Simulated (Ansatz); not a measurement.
## MgO: carrier doping

The reference is MgO in the rock salt structure (space group Fm-3m, No. 225; a = 4.214 Å).

Carriers are added at fixed cell with a uniform background; the Fermi–Dirac width is that of 300 K.

All numbers come from PBEsol in Ansatz (plane waves to 420 eV, PAW, no spin-orbit coupling).

Notes on the quantities. Fermi level from band edge: Fermi level relative to the doped band's edge (positive inside the band; to 0.05 eV).

```tsv
electron density (10^21 cm⁻³)	Fermi level from band edge (eV)
0.5	0.60
3	1.55
5	?
20	3.35
```

Q: Fit E_F = C n^s, fitted as a line in log–log form (a parabolic band gives s = 2/3) to the rows shown and predict the withheld row.

A: Least squares on the printed values gives C = 0.86 eV, s = 0.47 (largest residual 0.13 eV); this predicts 1.82 eV, and the run gives 2.00 eV, 0.18 higher.

Charged cell with a jellium background: band edges are those of the host's band count, energies are not comparable with the neutral cell, and many-body gap narrowing is missing. Whether these cells are dynamically stable was not tested. The base started in Pnma and relaxed to Fm-3m at this level.

Ansatz is a program for electronic structure.
